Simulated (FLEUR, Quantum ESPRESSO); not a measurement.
A FLEUR input for a self-consistent single point of Li₃In (I4/mmm, 4 atoms in the cell) (DFT, LDA (Vosko-Wilk-Nusair), all-electron FLAPW (FLEUR), scalar-relativistic valence):

Input of the input generator:

```
scf Li3In
&input film=f /
-2.0391150000 2.0391150000 4.1435180000
2.0391150000 -2.0391150000 4.1435180000
2.0391150000 2.0391150000 -4.1435180000
1.8897261246
1.0 1.0 1.0

4
3 0.7500000000 0.2500000000 0.5000000000
3 0.2500000000 0.7500000000 0.5000000000
3 0.5000000000 0.5000000000 0.0000000000
49 0.0000000000 0.0000000000 0.0000000000

&comp jspins=1 /
&exco xctyp='vwn' /
&kpt div1=11 div2=11 div3=11 /
&end /
```

```xml
<?xml version="1.0" encoding="UTF-8" standalone="no"?>
<fleurInput fleurInputVersion="0.39">
   <comment>
      scf Li3In                                                                                           
   </comment>
   <calculationSetup>
      <cutoffs Kmax="3.9" Gmax="13.7" GmaxXC="13.7" numbands="0"/>
      <scfLoop itmax="60" minDistance="0.00001" maxIterBroyd="25" imix="Anderson" alpha="0.05" precondParam="0.0" spinf="2.0"/>
      <coreElectrons ctail="T" frcor="F" kcrel="0" coretail_lmax="0"/>
      <xcFunctional name="vwn" relativisticCorrections="F"/>
      <magnetism jspins="1"/>
      <soc l_soc="F" theta="0.0" phi="0.0" spav="F"/>
      <expertModes spex="0" secvar="F"/>
      <geometryOptimization l_f="T" forcealpha="1.0" forcemix="BFGS" epsdisp="0.00001" epsforce="0.00001"/>
      <ldaU l_linMix="F" mixParam="0.05" spinf="1.0"/>
   </calculationSetup>
   <cell>
      <bzIntegration valenceElectrons="16.0" mode="gauss" fermiSmearingEnergy="0.00734986">
         <kPointListSelection listName="default-1"/>
         <!-- k-points included here -->
         <xi:include xmlns:xi="http://www.w3.org/2001/XInclude" href="kpts.xml"> </xi:include>
      </bzIntegration>
      <!-- symmetry operations included here -->
      <xi:include xmlns:xi="http://www.w3.org/2001/XInclude" href="sym.xml"> </xi:include>
      <bulkLattice scale="1.0">
         <bravaisMatrix>
            <row-1>   -3.8533688865637283     3.8533688865637283     7.8301142123503427</row-1>
            <row-2>    3.8533688865637283    -3.8533688865637283     7.8301142123503427</row-2>
            <row-3>    3.8533688865637283     3.8533688865637283    -7.8301142123503427</row-3>
         </bravaisMatrix>
      </bulkLattice>
   </cell>
   <atomSpecies>
      <species name="Lithium (Li)" element="Li" atomicNumber="3">
         <mtSphere radius="2.60" gridPoints="895" logIncrement="0.011"/>
         <atomicCutoffs lmax="10" lnonsphr="8"/>
         <electronConfig flipSpins="F">
            <coreConfig>(1s1/2)</coreConfig>
            <valenceConfig>(2s1/2)</valenceConfig>
            <stateOccupation state="(2s1/2)" spinUp="0.5" spinDown="0.5"/>
         </electronConfig>
         <energyParameters s="2" p="2" d="3" f="4"/>
      </species>
      <species name="Indium (In)" element="In" atomicNumber="49">
         <mtSphere radius="2.60" gridPoints="895" logIncrement="0.014"/>
         <atomicCutoffs lmax="10" lnonsphr="8"/>
         <electronConfig flipSpins="F">
            <coreConfig>(1s1/2) (2s1/2) (2p1/2) (2p3/2) (3s1/2) (3p1/2) (3p3/2) (4s1/2) (3d3/2) (3d5/2) (4p1/2) (4p3/2)</coreConfig>
            <valenceConfig>(5s1/2) (4d3/2) (4d5/2) (5p1/2) (5p3/2)</valenceConfig>
            <stateOccupation state="(5p1/2)" spinUp="0.1666666666667" spinDown="0.1666666666667"/>
            <stateOccupation state="(5p3/2)" spinUp="0.3333333333333" spinDown="0.3333333333333"/>
         </electronConfig>
         <energyParameters s="5" p="5" d="5" f="4"/>
         <lo type="SCLO" l="2" n="4" eDeriv="0"/>
      </species>
   </atomSpecies>
   <atomGroups>
      <atomGroup species="Lithium (Li)">
         <relPos label="                   1">-1.000/4.000 1.000/4.000 1.000/2.000</relPos>
         <relPos label="                   2">1.000/4.000 -1.000/4.000 1.000/2.000</relPos>
         <force calculate="T" relaxXYZ="TTT"/>
      </atomGroup>
      <atomGroup species="Lithium (Li)">
         <relPos label="                   3">1.000/2.000 1.000/2.000 .0000000000</relPos>
         <force calculate="T" relaxXYZ="TTT"/>
      </atomGroup>
      <atomGroup species="Indium (In)">
         <relPos label="                   4">.0000000000 .0000000000 .0000000000</relPos>
         <force calculate="T" relaxXYZ="TTT"/>
      </atomGroup>
   </atomGroups>
   <output dos="F" band="F" slice="F">
      <checks vchk="F" cdinf="F"/>
      <bandDOS minEnergy="-.5*Htr" maxEnergy="0.5*Htr" sigma="0.015" storeEVData="T"/>
      <vacuumDOS vacdos="F" integ="F" star="F" nstars="0" locx1="0.0" locy1="0.0" locx2="0.0" locy2="0.0" nstm="0" tworkf="0.0"/>
      <unfoldingBand unfoldBand="F" supercellX="1" supercellY="1" supercellZ="1"/>
      <plotting iplot="0" polar="F">
         <plot TwoD="T" vec1="  1.0  0.0  0.0" vec2="  0.0  1.0  0.0" vec3="  0.0  0.0  1.0" zero="  0.0  0.0  0.0" file="plot"/>
      </plotting>
      <chargeDensitySlicing numkpt="0" minEigenval="0.0" maxEigenval="0.0" nnne="0" pallst="F"/>
      <specialOutput eonly="F"/>
      <magneticCircularDichroism mcd="F" energyLo="-10.0" energyUp="0.0"/>
   </output>
  <!-- We include the file relax.xml here to enable relaxations (see documentation) -->
  <xi:include xmlns:xi="http://www.w3.org/2001/XInclude" href="relax.xml"> <xi:fallback/> </xi:include>
</fleurInput>
```

### Question
Write the same calculation as an input for Quantum ESPRESSO.

### Answer
One input that does it (others would too):

```fortran
&CONTROL
 calculation = 'scf',
 outdir = './tmp/',
 pseudo_dir = './',
 tprnfor = .true.,
 tstress = .true.,
/
&SYSTEM
 ibrav = 0,
 nat = 4,
 ntyp = 2,
 ecutwfc = 40,
 ecutrho = 200,
 occupations = 'smearing',
 smearing = 'gaussian',
 degauss = 0.0147,
/
&ELECTRONS
 conv_thr = 1.0d-9,
 mixing_beta = 0.4,
/
ATOMIC_SPECIES
Li     6.9400  li_lda_v1.4.uspp.F.UPF
In   114.8180  in_lda_v1.4.uspp.F.UPF
CELL_PARAMETERS {angstrom}
  -2.0391150000     2.0391150000     4.1435180000
   2.0391150000    -2.0391150000     4.1435180000
   2.0391150000     2.0391150000    -4.1435180000
ATOMIC_POSITIONS {angstrom}
Li    0.0000000000    2.0391150000    2.0717590000
Li    2.0391150000    0.0000000000    2.0717590000
Li    0.0000000000    0.0000000000    4.1435180000
In    0.0000000000    0.0000000000    0.0000000000
K_POINTS {automatic}
11 11 11  0 0 0
```

Basis, cutoffs, solver keys and any potentials are the target program's own. This input uses DFT, LDA (PZ), plane waves, GBRV 1.5 ultrasoft (LDA) pseudopotentials. LDA parametrisations can differ slightly between programs.

The starting cell comes from a database of computed structures (which also holds hypothetical and non-ambient phases and stackings), without a prior relaxation at this level. For this run, on top of that: lattice scaled by 0.98.
